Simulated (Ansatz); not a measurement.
The parent structure is a 9-atom supercell of ZrS$_{2}$ in the CdI2 type structure (space group P-3m1, No. 164; layered, stacked along the Cartesian z axis) at its relaxed geometry.

```yaml
crystal:
  lattice:
    - [5.51145, -3.18204, 0.00000]
    - [0.00000, 6.36408, 0.00000]
    - [-1.83715, -3.18204, 5.86030]
  atoms:
    - { symbol: Zr, position: [0.00000, 0.00000, 0.00000] }
    - { symbol: Zr, position: [0.66667, 0.33333, 0.00000] }
    - { symbol: Zr, position: [0.33333, 0.66667, 0.00000] }
    - { symbol: S, position: [0.08205, 0.49743, 0.24615] }
    - { symbol: S, position: [0.74872, 0.83077, 0.24615] }
    - { symbol: S, position: [0.41538, 0.16410, 0.24615] }
    - { symbol: S, position: [0.58462, 0.83590, 0.75385] }
    - { symbol: S, position: [0.25128, 0.16923, 0.75385] }
    - { symbol: S, position: [0.91795, 0.50257, 0.75385] }
```

Method: plane-wave PAW DFT at the r2SCAN+rVV10 level (Ansatz, an electronic-structure program, 500 eV), no SOC.

For the base:

- Pressure = 0.0 GPa
- Mean distance from the defect site to its nearest host atoms = 2.57 Å

One thing is altered: a neutral S vacancy, atoms relaxed at fixed cell, starting from a slightly rattled geometry.

Task: What does the calculation give for the largest displacement of a host atom from its site in the perfect cell, pressure and mean distance from the defect site to its nearest host atoms after the change?

Result: The largest displacement of a host atom from its site in the perfect cell is 0.18 Å; the pressure goes from zero to -1.3 GPa; the mean distance from the defect site to its nearest host atoms grows by 0.17 Å, from 2.57 Å to 2.74 Å.

Other magnetic orders, which the real material may have, were not ruled out. The cell is small, so the values are those of an ordered compound at a high defect concentration; dilute-limit values will differ. A case with no gap was solved on a k-mesh chosen for an insulator, which is coarse for it. The defect cell is spin-polarised and ends with 1.0 μB.
